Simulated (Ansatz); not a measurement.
The starting structures come from a database of crystals and need not be the phases stable at ambient conditions.

 Where the default PAW files enter, the runs use the earlier of Ansatz's two default sets.

Inside the gap of an insulator the Bloch states are evanescent, with a wavenumber k + iκ along the transport direction.

Consider the following.

```xyz
12
Lattice="5.4203 0.0000 0.0000 0.0000 5.4203 0.0000 2.7102 -2.7102 5.8029" Properties=species:S:1:pos:R:3 pbc="T T T"
La     0.0000     0.0000     0.0000
La     2.7102     0.0000     2.9015
Nb     2.7102     2.7102     0.0000
Nb     5.4203     2.7102     2.9015
O      4.0987     0.8935     4.7867
O      4.5268     1.3886     1.8853
O      6.7419    -0.8935     4.7867
O      0.8935     4.0317     1.8853
O      6.7419     1.8167     3.9177
O      3.6036     4.0317     1.0162
O      4.0987    -1.8167     3.9177
O      1.8167     1.3886     1.0162
```

Space group of this cell: I4_1/a. The cell is taken as given; by PBEsol its mean pressure is -5.7 GPa.

Transport runs along the normal of the first two printed cell vectors, the (001) plane of the conventional cell.

No gap correction and no spin-orbit coupling; mid-gap values are interpolated between computed energies.

Problem. Compute, with PBEsol (Ansatz, a program for electronic structure), the band gap and the smallest decay constant κ at mid-gap.

Solution. Gap 3.98 eV on a 6×6×6 mesh; κ = 0.441 1/Å, at the zone centre.
